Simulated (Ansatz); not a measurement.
# Effect of pressure 18 GPa on CaO

Start from CaO in the rock salt structure (space group Fm-3m, No. 225; a = 4.795 Å).

It is then changed as follows: a hydrostatic pressure of 18 GPa.

All numbers come from plane-wave PAW DFT at the r2SCAN level (Ansatz, a program for electronic structure, 500 eV), without spin-orbit coupling. Γ-centred 12×12×12 mesh, Fermi–Dirac width 0.05 eV.

* **Volume per atom**: 12.23 Å³ (base 13.78 Å³)
* **Density**: 3.81 g/cm³ (base 3.38 g/cm³)
* **Lattice parameter a**: 4.608 Å (base 4.795 Å)
* **Enthalpy H = E + PV relative to the base's energy**: +1.45 eV/atom
* **Band gap**: 4.13 eV (base 4.20 eV)
* **Gap character**: indirect, Γ → X (base indirect, Γ → X)
* **Smallest direct gap**: 4.46 eV (base 4.57 eV)
* **Width of the top valence band**: 1.46 eV (base 1.20 eV)
* **Electron mass**: 1.3 mₑ along k, 0.40 mₑ across (at X) (base 1.4 mₑ along k, 0.44 mₑ across (at X))
* **Hole mass (degenerate bands, along [100])**: 0.34, 2.8, 2.8 mₑ (at Γ) (base 0.37, 2.9, 2.9 mₑ (at Γ))

Final structure:

```yaml
crystal:
  lattice:
    - [0.00000, 2.30425, 2.30425]
    - [2.30425, 0.00000, 2.30425]
    - [2.30425, 2.30425, 0.00000]
  atoms:
    - { symbol: O, position: [0.00000, 0.00000, 0.00000] }
    - { symbol: Ca, position: [0.50000, 0.50000, 0.50000] }
```

Load acts through the strain it causes; cell and atoms are relaxed under it. Masses are band curvatures over ±0.01 Å⁻¹ around the edge. Along k means along the line from Γ to the band edge. Stability against distortions was not tested. No other phases were tried under pressure.
